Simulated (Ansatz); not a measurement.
Band structure of Mg3Te (I4/mmm, 4 atoms in the cell).

```
CELL_PARAMETERS angstrom
     -2.13936     2.13936     5.28249
      2.13936    -2.13936     5.28249
      2.13936     2.13936    -5.28249
ATOMIC_POSITIONS crystal
  Mg 0.50000 0.50000 0.00000
  Mg 0.75000 0.25000 0.50000
  Mg 0.25000 0.75000 0.50000
  Te 0.00000 0.00000 0.00000
```

Computed with PBEsol, default PAW files made with PBE (plane waves; Ansatz, an electronic-structure program).

Settings: basis.ecutwfc = 420 eV; kpoints.mp_grid.grid = 9 9 9; kpoints.mp_grid.shift = 0.5 0.5 0.5; hamiltonian.xc = pbesol; hamiltonian.pseudopotentials = {kind: paw} (the program's default PAW files); scf.occupations.method = cold; scf.occupations.width = 0.05 eV; kpoints.band_path.npoints = 10.

The starting cell comes from a database of computed structures (which also holds hypothetical and non-ambient phases and stackings), without a prior relaxation at this level. Spin-orbit coupling is off. The run gives no clean gap (levels at the Fermi energy touch, overlap or are partly filled at this smearing), which alone does not show that the compound is a metal.

Levels in eV from the Fermi level, bands 20 to 27:
```tsv
point	20	21	22	23	24	25	26	27
Γ	-4.21	-2.64	-2.64	0.25	1.20	1.55	1.55	1.73
X	-4.81	-3.60	-2.58	-1.55	-0.15	0.93	1.09	1.61
Y	-4.89	-4.03	-2.19	-1.23	0.24	1.02	1.22	1.71
S	-5.16	-2.27	-1.25	-0.98	0.87	2.49	3.43	3.59
Z	-2.84	-2.84	-1.50	0.42	1.10	3.21	3.21	3.33
S1	-5.16	-2.27	-1.25	-0.98	0.87	2.49	3.43	3.59
N	-4.28	-3.07	-2.19	0.20	0.92	2.27	2.56	2.97
P	-5.02	-3.71	-2.04	-1.23	-0.74	-0.74	2.78	3.75
Y1	-4.89	-4.03	-2.19	-1.23	0.24	1.02	1.22	1.71
```

Bands cross the Fermi level along this path, so the cell is metallic at this level.

Keys are those of Ansatz 0.2.
